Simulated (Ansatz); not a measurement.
## A computed series for CsPbCl3: response to strain

Base system: CsPbCl$_{3}$ in the cubic perovskite structure (space group Pm-3m, No. 221).

```
CsPbCl3
1.0
    5.61876     0.00000     0.00000
    0.00000     5.61876     0.00000
    0.00000     0.00000     5.61876
Cs Pb Cl
1 1 3
Direct
  0.00000   0.00000   0.00000
  0.50000   0.50000   0.50000
  0.00000   0.50000   0.50000
  0.50000   0.50000   0.00000
  0.50000   0.00000   0.50000
```

Cartesian axes are those of the cell as printed.

Strains are applied to the cell and any free atomic positions relax.

All numbers come from Ansatz (a first-principles code) PBEsol, scalar-relativistic without spin-orbit coupling, earlier PAW set.

Candidates:
(a) isotropic strain −1.23 %
(b) isotropic strain +1.77 %
(c) tensor shear ε_xy = +0.78 %

Base values:

| Item | Result |
|---|---|
| Band gap | 1.84 eV |

Problem. Order them by band gap, highest first.

Solution. (b) isotropic strain +1.77 % (2.06 eV), (c) tensor shear ε_xy = +0.78 % (1.81 eV), (a) isotropic strain −1.23 % (1.67 eV)

With Pb present, leaving out spin-orbit coupling can change the band edges. No phonon test of stability was made. Many cubic perovskites are stable only at high temperature; tilts and polar distortions were not tested. This is not the structure that CsPbCl3 has at room temperature and ambient pressure.
